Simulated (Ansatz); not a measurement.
A computed series for TiZnO3: pressure series

Start from TiZnO$_{3}$ (space group R-3, No. 148; a = 5.061 Å, c = 13.823 Å (hexagonal axes); a cell from a computed database, its experimental status unchecked).

Cell and atoms are relaxed at each pressure.

Method: PBEsol (Ansatz, a quantum-chemistry and plane-wave program, PAW, no SOC).

```tsv
change	band gap	volume per atom
base	3.09 eV	10.22 Å³
pressure −2 GPa	3.08 eV	10.33 Å³
pressure −1 GPa	3.08 eV	…
pressure 0.3 GPa	3.09 eV	10.20 Å³
pressure 0.7 GPa	3.09 eV	10.18 Å³
pressure 1.5 GPa	3.09 eV	…
pressure 3 GPa	3.09 eV	…
pressure 5 GPa	3.10 eV	9.96 Å³
pressure 7.5 GPa	3.11 eV	9.85 Å³
pressure 10 GPa	3.11 eV	…
```

Question: What belongs in the blanks?

Answer: 
- pressure −1 GPa, volume per atom: 10.28 Å³
- pressure 1.5 GPa, volume per atom: 10.14 Å³
- pressure 3 GPa, volume per atom: 10.06 Å³
- pressure 10 GPa, volume per atom: 9.74 Å³

Load acts through the strain it causes; cell and atoms are relaxed under it. Whether these cells are dynamically stable was not tested. No other phases were tried under pressure. All final runs are without spin polarisation.
